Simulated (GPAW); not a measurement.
GPAW run on CsCdCl3 (Pm-3m, 5 atoms in the cell): self-consistent single point.

Level of theory: LDA (Perdew-Wang 92), GPAW PAW datasets LDA (gpaw-data 1.0.1) (plane waves; GPAW 25.7.0).

```yaml
crystal:
  lattice:
    - [5.32020, 0.00000, 0.00000]
    - [0.00000, 5.32020, 0.00000]
    - [0.00000, 0.00000, 5.32020]
  atoms:
    - { symbol: Cs, position: [0.00000, 0.00000, 0.00000] }
    - { symbol: Cd, position: [0.50000, 0.50000, 0.50000] }
    - { symbol: Cl, position: [0.00000, 0.50000, 0.50000] }
    - { symbol: Cl, position: [0.50000, 0.00000, 0.50000] }
    - { symbol: Cl, position: [0.50000, 0.50000, 0.00000] }
```

Reference input (self-consistent single point, DFT LDA (Perdew-Wang 92), plane waves, GPAW PAW datasets LDA (gpaw-data 1.0.1)): mode = pw; ecut = 600 eV; xc = LDA; kpts = 5 5 5; mesh shift (steps) = 0 0 0; occupations.name = fixed-uniform; nbands = -6; convergence.bands = -4; symmetry.symmorphic = false; symmetry.tolerance = 0.0005; maxiter = 150. This run's input differs from it in these lines:

```diff
@@ -17,3 +17,3 @@
             xc='LDA',
-            kpts=(5, 5, 5),
+            kpts=(7, 7, 7),
             occupations={'name': 'fixed-uniform'},
```

The program printed (abridged):

```
     iter     time        total  log10-change:
                         energy   eigst   dens
iter:   1 --:--:--   -17.769012   -0.05
iter:   2 --:--:--   -17.603854   -0.96  -1.24
iter:   3 --:--:--   -16.912106   -1.14  -1.28
iter:   4 --:--:--   -16.903801   -1.33  -1.54
iter:   5 --:--:--   -16.819189   -2.03  -1.69
iter:   6 --:--:--   -16.809291   -2.87  -2.21
iter:   7 --:--:--   -16.806112c  -3.20  -2.40
iter:   8 --:--:--   -16.806196c  -3.66  -2.56
iter:   9 --:--:--   -16.805781c  -3.88  -2.99
iter:  10 --:--:--   -16.805792c  -4.29  -3.42
iter:  11 --:--:--   -16.805813c  -4.33  -3.37
iter:  12 --:--:--   -16.805792c  -4.67  -3.45
iter:  13 --:--:--   -16.805778c  -4.98  -3.79
iter:  14 --:--:--   -16.805777c  -5.27  -4.10c
iter:  15 --:--:--   -16.805777c  -5.53  -4.34c
iter:  16 --:--:--   -16.805776c  -5.59  -4.48c
iter:  17 --:--:--   -16.805776c  -5.96  -4.76c
iter:  18 --:--:--   -16.805776c  -6.24  -4.72c
iter:  19 --:--:--   -16.805776c  -6.42  -4.74c
iter:  20 --:--:--   -16.805776c  -6.58  -4.88c
iter:  21 --:--:--   -16.805776c  -6.86  -4.91c
iter:  22 --:--:--   -16.805776c  -7.11  -5.17c
iter:  23 --:--:--   -16.805776c  -7.43c -5.45c
Converged after 23 iterations.

Dipole moment: (-0.000000, -0.000000, -0.000000) |e|*Ang

Energy contributions relative to reference atoms: (reference = -401227.620817)

Kinetic:        +16.247601
Potential:      -15.914191
External:        +0.000000
XC:             -17.227999
Entropy (-ST):   +0.000000
Local:           +0.088813
SIC:             +0.000000
--------------------------
Free energy:    -16.805776
Extrapolated:   -16.805776

Showing only first 2 kpts
 Kpt  Band  Eigenvalues  Occupancy
  0    19      0.86014    2.00000
  0    20      0.86014    2.00000
  0    21      2.67092    0.00000
  0    22      6.85311    0.00000

  1    19      0.83126    2.00000
  1    20      0.83126    2.00000
  1    21      3.10939    0.00000
  1    22      7.09268    0.00000

Fermi level: 1.94236

Gap: 1.457 eV
Transition (v -> c):
   [... lines left out ...]
Direct gap: 1.811 eV
   [... lines left out ...]
Energy (eV): -16.805776

Forces in eV/Ang:
  0 Cs    0.00000    0.00000    0.00000
  1 Cd    0.00000    0.00000    0.00000
  2 Cl   -0.00000   -0.00000    0.00000
  3 Cl    0.00000   -0.00000    0.00000
  4 Cl    0.00000    0.00000   -0.00000

Stress tensor:
     0.024192     0.000000     0.000000
     0.000000     0.024192     0.000000
     0.000000     0.000000     0.024192
Stress (GPa, Voigt): [3.8759 3.8759 3.8759 0.     0.     0.    ]
```

The run converged in 23 iterations. GPAW prints stress with tension positive. Against the reference run the free energy is nearly the same (within 1 meV/atom), the pressure stays at -3.88 GPa and the gap on the mesh goes from 1.497 to 1.457 eV.

The starting cell comes from a database of computed structures (which also holds hypothetical and non-ambient phases and stackings), without a prior relaxation at this level. Its lattice was rescaled by a random factor within 2.5 % of one. With a pressure of about -4 GPa the cell is away from its equilibrium volume at this level.

Cost on one core of a shared machine: roughly 70 s.
